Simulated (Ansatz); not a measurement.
## A computed series for Al2O3: response to strain

Take Al2O3 in the corundum structure (space group R-3c, No. 167; a = 4.7292 Å, c = 12.8916 Å (hexagonal axes)) as the base. Axes: x lies along a and z along c of the hexagonal cell.

Strains are applied to the cell and any free atomic positions relax; under biaxial strain the out-of-plane vector relaxes too.

The values are results of LDA/PAW in Ansatz (a program for electronic structure), spin-orbit coupling left out, not measurements.

Notes on the quantities. energy relative to the base: free energy F.

| change | width of the top valence band | out-of-plane strain | energy relative to the base | band gap |
|---|---|---|---|---|
| base | 0.66 eV | – | 0 meV/atom | 6.43 eV |
| biaxial strain −3.00 %, plane normal [001], relaxed out of plane | 0.75 eV | +1.59 % | +29 meV/atom | 6.97 eV |
| biaxial strain −2.25 %, plane normal [001], relaxed out of plane | 0.72 eV | +1.18 % | +16 meV/atom | 6.85 eV |
| biaxial strain −1.50 %, plane normal [001], relaxed out of plane | 0.69 eV | +0.78 % | +7.1 meV/atom | 6.73 eV |
| biaxial strain −0.75 %, plane normal [001], relaxed out of plane | 0.66 eV | +0.39 % | +1.8 meV/atom | 6.60 eV |

Gaps are read on the SCF mesh and a high-symmetry path. Whether these cells are dynamically stable was not tested.
